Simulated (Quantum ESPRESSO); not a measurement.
Convergence study of the k-point mesh for MgS (I4mm, 2 atoms in the cell)

```
MgS
1.0
    0.00000     2.60780     2.60780
    2.60780     0.00000     2.60780
    2.60780     2.60780     0.00000
Mg S
1 1
Direct
  0.00959   0.00959   0.99041
  0.50000   0.50000   0.50000
```

Method: LDA (PZ), GBRV 1.5 ultrasoft (LDA) pseudopotentials (plane waves; Quantum ESPRESSO 7.5).

Base settings: ecutwfc = 40 Ry; ecutrho = 200 Ry; occupations = smearing; smearing = fermi-dirac; degauss = 0.0036749 Ry; potentials = {Mg: mg_lda_v1.4.uspp.F.UPF, S: s_lda_v1.4.uspp.F.UPF}; K_POINTS = automatic 8 8 8 0 0 0; conv_thr = 1e-10 Ry; mixing_beta = 0.3.

The second cell is the first with its lattice scaled by 0.98.

Only quantities that move along the ladder and can be compared are tabulated.

The count of work is k-points × plane waves × bands × iterations; it is no time. Core times come from one kind of shared machine, to one figure; runs under 30 s give none.

The starting cell has typed, rounded lattice constants, without a prior relaxation at this level. Its lattice was rescaled by up to half a per cent. One atom was moved a little off its site on purpose. In the base run, with a pressure of about -4 GPa the cell is away from its equilibrium volume at this level.

Steps (K_POINTS): automatic 2 2 2 0 0 0; automatic 3 3 3 0 0 0; automatic 4 4 4 0 0 0; automatic 5 5 5 0 0 0; automatic 6 6 6 0 0 0; automatic 7 7 7 0 0 0; automatic 8 8 8 0 0 0; automatic 9 9 9 0 0 0; automatic 10 10 10 0 0 0; automatic 12 12 12 0 0 0; automatic 13 13 13 0 0 0; automatic 14 14 14 0 0 0; automatic 16 16 16 0 0 0; automatic 17 17 17 0 0 0; automatic 19 19 19 0 0 0; automatic 21 21 21 0 0 0; automatic 24 24 24 0 0 0.

Task: What is the coarsest K_POINTS that holds the forces within 0.02 eV/Å of the last step, with all finer ones?

Result: automatic 3 3 3 0 0 0, at 0.0062 of the last step's count of work; the step before is off by 0.040 eV/Å.

Task: What is the coarsest K_POINTS that holds the energy of the compressed cell less the first within 2 meV/atom of the last step, with all finer ones?

Result: automatic 5 5 5 0 0 0, at 0.019 of the last step's count of work; the step before is off by 2.7 meV/atom.

```tsv
K_POINTS	free energy less the last step's (meV/atom)	energy of the compressed cell less the first (meV/atom)	pressure (GPa)	largest difference of a force vector from the last step's (eV/Å)	gap on the mesh (eV)	count of work / last	core time / last (rough)
automatic 2 2 2 0 0 0	727.18	38.17	3.10	0.040	2.165	0.0041	–
automatic 3 3 3 0 0 0	122.68	1.57	-2.13	0.010	3.366	0.0062	–
automatic 4 4 4 0 0 0	26.05	-6.86	-3.32	0.003	2.517	0.013	–
automatic 5 5 5 0 0 0	6.23	-8.87	-3.60	0.001	2.954	0.019	–
automatic 6 6 6 0 0 0	1.64	-9.40	-3.67	0.000	2.544	0.031	–
automatic 7 7 7 0 0 0	0.46	-9.54	-3.69	0.000	2.760	0.037	–
automatic 8 8 8 0 0 0	0.13	-9.58	-3.69	0.000	2.546	0.055	–
automatic 9 9 9 0 0 0	0.04	-9.60	-3.70	0.000	2.677	0.070	–
automatic 10 10 10 0 0 0	0.01	-9.60	-3.70	0.000	2.547	0.096	–
automatic 12 12 12 0 0 0	0.00	-9.60	-3.70	0.000	2.547	0.17	0.2
automatic 13 13 13 0 0 0	0.00	-9.60	-3.70	0.000	2.609	0.18	0.2
automatic 14 14 14 0 0 0	0.00	-9.60	-3.70	0.000	2.547	0.23	0.2
automatic 16 16 16 0 0 0	0.00	-9.60	-3.70	0.000	2.547	0.33	0.2
automatic 17 17 17 0 0 0	0.00	-9.60	-3.70	0.000	2.583	0.38	0.4
automatic 19 19 19 0 0 0	0.00	-9.60	-3.70	0.000	2.576	0.52	0.4
automatic 21 21 21 0 0 0	0.00	-9.60	-3.70	0.000	2.571	0.68	0.6
automatic 24 24 24 0 0 0	0.00	-9.60	-3.70	0.000	2.547	1.0	1
```

The energy difference between the two cells stays within 1 meV/atom of the last step's from automatic 5 5 5 0 0 0 on, the total only from automatic 7 7 7 0 0 0 on: much of the error is common to both cells and cancels.

The gap on the mesh jumps up and down from mesh to mesh; it is no smooth measure of convergence.
